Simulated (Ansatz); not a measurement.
Base system: Ti2AlC (space group P6_3/mmc, No. 194; a cell from a computed database, its experimental status unchecked).

Ti$_{2}$AlC is taken in the hexagonal space group P6₃/mmc (No. 194), Pearson symbol hP8. Conventional cell: a = 3.037 Å, b = 3.037 Å, c = 13.638 Å, α = 90.00°, β = 90.00°, γ = 120.00°. Ti on 4f sees 3 C at 2.090 Å and 3 Ti at 2.870 Å and 6 Ti at 3.037 Å and 3 Al at 2.871 Å. Al on 2d sees 6 Ti at 2.871 Å. C on 2a is surrounded by 6 Ti at 2.090 Å (octahedral). (Neighbours: up to the widest gap in distance over summed covalent radii, below 1.35, at either atom; cation-cation and far metal-metal contacts left out.)

Computed with plane-wave PAW DFT at the PBEsol level (Ansatz, a first-principles code, 420 eV), without spin-orbit coupling.

For the base:

| Item | Value |
|---|---|
| Lattice parameter a | 3.037 Å |
| Band gap | zero |
| c/a ratio | 4.490 |

Now apply this change: a hydrostatic pressure of 7.5 GPa.

Question: Estimate the effect on the lattice parameter a, band gap and c/a ratio.

Answer: The lattice parameter a falls by 0.0448 Å, from 3.037 Å to 2.993 Å; the band gap is still zero; the c/a ratio drops by 0.009, from 4.490 to 4.481.

Load acts through the strain it causes; cell and atoms are relaxed under it. Whether these cells are dynamically stable was not tested. No other phases were tried under pressure. All final runs are without spin polarisation.
